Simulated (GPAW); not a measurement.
Band structure of Li₃YSb₂ (P-3m1, 6 atoms in the cell).

```yaml
crystal:
  lattice:
    - [4.53148, 0.00000, 0.00000]
    - [-2.26574, 3.92438, 0.00000]
    - [0.00000, 0.00000, 7.18739]
  atoms:
    - { symbol: Li, position: [0.33333, 0.66667, 0.65101] }
    - { symbol: Li, position: [0.66667, 0.33333, 0.34899] }
    - { symbol: Li, position: [0.00000, 0.00000, 0.50000] }
    - { symbol: Y, position: [0.00000, 0.00000, 0.00000] }
    - { symbol: Sb, position: [0.33333, 0.66667, 0.24925] }
    - { symbol: Sb, position: [0.66667, 0.33333, 0.75075] }
```

Level of theory: PBEsol, GPAW PAW datasets PBEsol (made by gpaw-setup) (plane waves; GPAW 25.7.0).

Settings: mode = pw; ecut = 600 eV; xc = PBEsol; kpts = 6 6 3; mesh shift (steps) = 0 0 0; occupations.name = fermi-dirac; occupations.width = 0.136 eV; nbands = -14; convergence.density = 1e-05 e/electron; symmetry.symmorphic = false; symmetry.tolerance = 0.0005; maxiter = 100; bandpath_npoints = 40.

The starting cell comes from a database of computed structures (which also holds hypothetical and non-ambient phases and stackings), without a prior relaxation at this level. Spin-orbit coupling is off.

Levels in eV from the Fermi level, bands 19 to 26:
| point | 19 | 20 | 21 | 22 | 23 | 24 | 25 | 26 |
|---|---|---|---|---|---|---|---|---|
| Γ | -1.73 | -0.11 | -0.11 | 0.27 | 1.08 | 1.21 | 1.21 | 2.51 |
| M | -2.59 | -2.20 | -2.08 | -1.70 | 0.39 | 2.46 | 2.48 | 2.68 |
| K | -2.99 | -2.34 | -2.26 | -2.26 | 1.37 | 2.43 | 2.43 | 2.66 |
| A | -1.55 | -1.55 | -0.55 | -0.55 | 0.99 | 0.99 | 1.25 | 2.67 |
| L | -2.39 | -2.24 | -1.20 | -0.91 | 0.01 | 1.84 | 2.23 | 2.49 |
| H | -3.38 | -3.22 | -1.48 | -1.48 | 1.54 | 1.54 | 1.60 | 3.70 |

Bands cross the Fermi level along this path, so the cell is metallic at this level.
